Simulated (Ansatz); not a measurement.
Convergence study of the k-point mesh at a smearing width of 0.02 eV for Hf (Fm-3m, 1 atom in the cell)

```
CELL_PARAMETERS angstrom
      0.00000     2.24644     2.24644
      2.24644     0.00000     2.24644
      2.24644     2.24644     0.00000
ATOMIC_POSITIONS crystal
  Hf 0.00000 0.00000 0.00000
```

Method: LDA (PW92), default PAW files made with PBE (plane waves; Ansatz, a first-principles code).

Base settings: basis.ecutwfc = 420 eV; kpoints.mp_grid.grid = 13 13 13; hamiltonian.xc = lda; hamiltonian.pseudopotentials = {kind: paw} (the program's default PAW files); scf.occupations.method = fermi_dirac; scf.occupations.width = 0.1 eV.

In this ladder: scf.occupations.width = 0.02 eV.

Only quantities that move along the ladder and can be compared are tabulated.

The count of work is k-points × plane waves × bands × iterations; it is no time. 

The starting cell comes from a database of computed structures (which also holds hypothetical and non-ambient phases and stackings), without a prior relaxation at this level. Its lattice was rescaled by up to half a per cent. In the base run, with a pressure of about -9 GPa the cell is away from its equilibrium volume at this level. Ansatz's pressure includes its estimate of the finite-basis (Pulay) stress.

```csv
kpoints.mp_grid.grid,free energy less the last step's (meV/atom),pressure (GPa),count of work / last
5 5 5,-52.50,-8.80,0.013
7 7 7,12.10,-8.68,0.027
8 8 8,13.31,-8.77,0.039
9 9 9,7.69,-8.34,0.047
11 11 11,-6.81,-9.30,0.074
14 14 14,1.61,-8.83,0.14
17 17 17,0.20,-8.84,0.22
20 20 20,-0.31,-8.90,0.34
25 25 25,0.33,-8.90,0.61
30 30 30,0.00,-8.90,1.0
```

Coarsest kpoints.mp_grid.grid that holds the pressure within 0.2 GPa of the last step, with all finer ones: 14 14 14, at 0.14 of the last step's count of work; the step before is off by 0.41 GPa.

Coarsest kpoints.mp_grid.grid that holds the free energy within 1 meV/atom of the last step, with all finer ones: 17 17 17, at 0.22 of the last step's count of work; the step before is off by 1.6 meV/atom.

Keys are those of Ansatz 0.2.
